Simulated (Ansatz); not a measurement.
Take CdS in the zinc blende structure (space group F-43m, No. 216) as the base.

```
CELL_PARAMETERS angstrom
      0.00000     2.96331     2.96331
      2.96331     0.00000     2.96331
      2.96331     2.96331     0.00000
ATOMIC_POSITIONS crystal
  S  0.75000 0.75000 0.75000
  Cd 0.00000 0.00000 0.00000
```

Cartesian axes are those of the cell as printed.

All numbers come from PBE, PAW, 420 eV (Ansatz, a program for electronic structure; scalar-relativistic without spin-orbit coupling).

The change: every lattice vector is shortened by 0.73 %, atoms relaxed at fixed cell.

**Question.** Predict the stress tensor and what it implies for the stiffness.

**Answer.** Stress of the strained cell less that of the base (GPa, compression positive):
```
   1.23    0.00    0.00
   0.00    1.23    0.00
   0.00    0.00    1.23
```

Then B = −ΔP/(ΔV/V₀) with ΔV/V₀ = -0.0217 gives secant stiffness values (nonlinear terms included at this strain): B ≈ 57 GPa.

No phonon test of stability was made.
